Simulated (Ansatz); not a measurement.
Results of PBEsol (plane waves, PAW; Ansatz, a program for electronic structure) for TlBr (model structure, started from the 4H type, P6₃mc, No. 186, 8 atoms in the cell).

Run with plane-wave cutoff 500 eV, 12×12×4 k mesh (along the axes of the cell as run), Fermi–Dirac smearing 0.05 eV, scalar-relativistic PAW data made under PBE.

Cell (relaxed at this level):

```
TlBr
1.0
    5.51586     0.00000     0.00000
   -2.75793     4.77688     0.00000
    0.00000     0.00000    12.91098
Tl Br
4 4
Cartesian
  0.00000   0.00000   0.34500
  0.00000   0.00000   6.80049
  2.75793   1.59229  10.09838
  0.00000   3.18458   3.64290
  0.00000   0.00000   9.97947
  0.00000   0.00000   3.52398
  2.75793   1.59229   7.02111
  0.00000   3.18458   0.56562
```

### Question
Predict the band gap.

### Answer

- band gap = 2.63 eV (on the SCF k mesh)

Note: the relaxation could raise the start's symmetry but not lower it, so the cell can be a saddle point.

Spin–orbit coupling is not included; with these elements it can move the gap by several tenths of an eV or more.

Static lattice: no zero-point or thermal effects.

A model structure was made by putting elements into a prototype or built by hand; it is no filed structure, need not be a known phase, and can be a saddle point held by its symmetry.
